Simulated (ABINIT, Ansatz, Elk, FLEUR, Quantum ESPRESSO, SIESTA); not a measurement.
## One structure in several programs: InP (F-43m, 2 atoms in the cell)

Self-consistent single point.

```xyz
2
Lattice="0.0000 3.0107 3.0107 3.0107 0.0000 3.0107 3.0107 3.0107 0.0000" Properties=species:S:1:pos:R:3 pbc="T T T"
In     0.0000     0.0000     0.0000
P      1.5054     1.5054     1.5054
```

Shared settings, as Ansatz (a program for electronic structure) writes them: kpoints.mp_grid.grid = 5 5 5; magnetization.spin_orbit = true; scf.occupations.method = fermi_dirac; scf.occupations.width = 0.0007 Ry. Potentials and cutoffs stand in the table.

```
code                                                                                                                                                                   model  pressure (GPa)  gap on the mesh (eV)         cutoff
----------------  ----------------------------------------------------------------------------------------------------------------------------------------------------------  --------------  --------------------  -------------
Elk                                  PBE, spin-orbit coupling in second variation, all-electron FP-LAPW, Elk's shipped species files, APW+lo basis with extra local orbitals               –                 0.192     rgkmax 7.5
Ansatz                                                                                                                       PBE with spin-orbit coupling, default PAW files           -1.82                     –        default
SIESTA            GGA PBE with spin-orbit coupling, numerical atomic orbitals DZP, PseudoDojo PBE fully relativistic norm-conserving potentials (rewritten from UPF to PSML)               –                 0.377    grid 300 Ry
ABINIT                                                                                                                      PBE, spin-orbit coupling, PAW (JTH v2.0 PBE PAW)           -1.96                 0.224          21 Ha
Quantum ESPRESSO                                                                           PBE, spin-orbit coupling, PSlibrary fully relativistic PAW (PBE) pseudopotentials           -2.48                 0.232          50 Ry
FLEUR                                                              PBE, all-electron FLAPW (FLEUR), scalar-relativistic valence with spin-orbit coupling in second variation               –                 0.231  Kmax 4 1/bohr
```

A dash marks a value that a program does not give, or that is left out as unsure.

No gap is tabulated for Ansatz: it is not read from that output, or partly filled or unconverged empty levels leave it unsure.

Gaps are read on the mesh.

The spread over the programs that give each value: pressure within 0.66 GPa; gap on the mesh within 0.185 eV.

SIESTA uses small atom-centred bases, whose incompleteness enters pressures, forces and empty levels differently from a plane-wave cutoff. Elk and FLEUR treat all electrons, but the usual bases taken here (sphere radii, linearisation, local orbitals, empty states) were not tested for convergence, so the values are no reference for the others. In the gap, SIESTA (by 0.149) lies more than 0.12 eV from the median of the plane-wave programs.

The starting cell comes from a database of computed structures (which also holds hypothetical and non-ambient phases and stackings), without a prior relaxation at this level. Its lattice was rescaled by a random factor within 2.5 % of one.

Keys are those of Ansatz 0.2.
